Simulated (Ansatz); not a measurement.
# MgF2: pressure series

Take MgF2 in the rutile structure (space group P4_2/mnm, No. 136) as the base.

```xyz
6
Lattice="4.6389 0.0000 0.0000 0.0000 4.6389 0.0000 0.0000 0.0000 3.0624" Properties=species:S:1:pos:R:3 pbc="T T T"
Mg     2.3194     2.3194     1.5312
Mg     0.0000     0.0000     0.0000
F      3.7268     0.9120     1.5312
F      0.9120     3.7268     1.5312
F      1.4074     1.4074     0.0000
F      3.2314     3.2314     0.0000
```

Cell and atoms are relaxed at each pressure.

The values are results of DFT with PBEsol, PAW potentials and a 420 eV plane-wave cutoff in Ansatz (a first-principles code), spin-orbit coupling left out, not measurements.

Candidates:
(a) pressure −1 GPa
(b) pressure 0.3 GPa
(c) pressure 10 GPa
(d) pressure 3 GPa
(e) pressure 0.7 GPa

Before the change:

The band gap is 6.89 eV.

Q: Order them by band gap, highest first.

A: (c) pressure 10 GPa (7.47 eV), (d) pressure 3 GPa (7.08 eV), (e) pressure 0.7 GPa (6.94 eV), (b) pressure 0.3 GPa (6.91 eV), (a) pressure −1 GPa (6.82 eV)

Load acts through the strain it causes; cell and atoms are relaxed under it. Whether these cells are dynamically stable was not tested. Competing high-pressure phases were not computed. The base started in Pnnm and relaxed to P4_2/mnm at this level.
